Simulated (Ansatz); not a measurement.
**Point defect Co on the B site (Co_B) in zinc-blende BN**

Computed with PBE, PAW (plane waves to 420 eV; Ansatz, a first-principles code). A 2×2×2 supercell of 64 sites was used; the energies come from a 2×2×2 shifted sampling of its zone. Site at the start: the B site. Finite-size correction: monopole term and site-potential alignment. Dielectric constants: PBE linear response of the host. Host gap at this level: 4.46 eV. A cell of this size leaves errors of a few tenths of an eV. PBE underestimates the host's gap, which shifts levels and can delocalise carriers. Spin–orbit coupling is left out, and no Hubbard U is applied to the open shells. Each state is the lowest found from its start.

```json
[
 {"charge": "+1†", "moment (μB)": "1.0", "largest move off a lattice site (Å)": "0.19", "image correction with alignment (eV)": "0.71", "above the lowest spin state (eV)": "0.00"},
 {"charge": "+1†", "moment (μB)": "1.0", "largest move off a lattice site (Å)": "0.19", "image correction with alignment (eV)": "0.71", "above the lowest spin state (eV)": "0.00"},
 {"charge": "0", "moment (μB)": "2.0", "largest move off a lattice site (Å)": "0.22", "image correction with alignment (eV)": "0.00", "above the lowest spin state (eV)": "0.00"},
 {"charge": "0†", "moment (μB)": "not spin-polarised", "largest move off a lattice site (Å)": "0.21", "image correction with alignment (eV)": "0.00", "above the lowest spin state (eV)": "0.44"},
 {"charge": "−1", "moment (μB)": "3.0", "largest move off a lattice site (Å)": "0.24", "image correction with alignment (eV)": "-0.06", "above the lowest spin state (eV)": "0.00"},
 {"charge": "−1", "moment (μB)": "3.0", "largest move off a lattice site (Å)": "0.24", "image correction with alignment (eV)": "-0.06", "above the lowest spin state (eV)": "0.00"},
 {"charge": "−2†", "moment (μB)": "2.0", "largest move off a lattice site (Å)": "0.30", "image correction with alignment (eV)": "0.54", "above the lowest spin state (eV)": "0.00"},
 {"charge": "−2†", "moment (μB)": "not spin-polarised", "largest move off a lattice site (Å)": "0.25", "image correction with alignment (eV)": "0.54", "above the lowest spin state (eV)": "0.65"}
]
```

† Not settled in this cell, so no level is given: charge +1: a level filled in part; charge −2: a large or scattered potential alignment, level within 0.1 eV of a band edge or past it.

Starting moments that weren't kept: charge +1 began with 5 μB and ended with 1.0; charge 0 began with 4 μB and ended with 2.0; charge −1 began with 1 μB and ended with 3.0.

Transition levels above the valence-band maximum: ε(0/−1) = 2.09 eV. With a charge missing or unsettled, these needn't be thermodynamic levels.

Flagged in the runs: a doubtful potential alignment.
